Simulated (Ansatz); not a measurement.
# SiB3 (Imma, No. 74, 32 atoms in the cell; start mp-569128)

Computed with LDA (Ansatz, a program for electronic structure, plane waves, PAW).

Numerical settings: plane-wave cutoff 520 eV, 8×8×8 k mesh, Fermi–Dirac smearing 0.01 eV, scalar-relativistic PAW data made under PBE.

Cell (relaxed with PBEsol):

```
B3Si
1.0
   -4.15799     6.26722     3.09972
    4.15799    -6.26722     3.09972
    4.15799     6.26722    -3.09972
Si B
8 24
Direct
  0.31333   0.33146   0.51813
  0.68667   0.66854   0.48187
  0.31333   0.79519   0.98187
  0.68667   0.20481   0.01813
  0.84807   0.00222   0.84585
  0.15193   0.99778   0.15415
  0.65637   0.00222   0.65415
  0.34363   0.99778   0.34585
  0.14933   0.72339   0.42594
  0.85067   0.27661   0.57406
  0.79745   0.72339   0.07406
  0.20255   0.27661   0.92594
  0.11498   0.39146   0.50156
  0.88502   0.60854   0.49844
  0.38990   0.61341   0.99844
  0.61010   0.38659   0.00156
  0.88502   0.38659   0.27648
  0.11498   0.61341   0.72352
  0.61010   0.60854   0.22352
  0.38990   0.39146   0.77648
  0.15292   0.47889   0.32301
  0.84708   0.52111   0.67699
  0.65588   0.82991   0.17699
  0.34412   0.17009   0.82301
  0.84708   0.17009   0.32597
  0.15292   0.82991   0.67403
  0.34412   0.52111   0.17403
  0.65588   0.47889   0.82597
  0.34128   0.27208   0.06920
  0.65872   0.72792   0.93080
  0.70288   0.27208   0.43080
  0.29712   0.72792   0.56920
```

| Quantity | Result |
|---|---|
| band gap | 1.38 eV (indirect) |
| smallest direct gap on the k points sampled | 1.42 eV |
| Γ–Γ gap | 1.55 eV |

Note: cell and atoms aren't relaxed at this level (largest force component 0.17 eV/Å, pressure -3.9 GPa).

The computed numbers hold no vibrational or temperature effects.

It cost very roughly 6 core-minutes of CPU time.

A start named mp-… is a Materials Project structure, which need not be a measured phase.
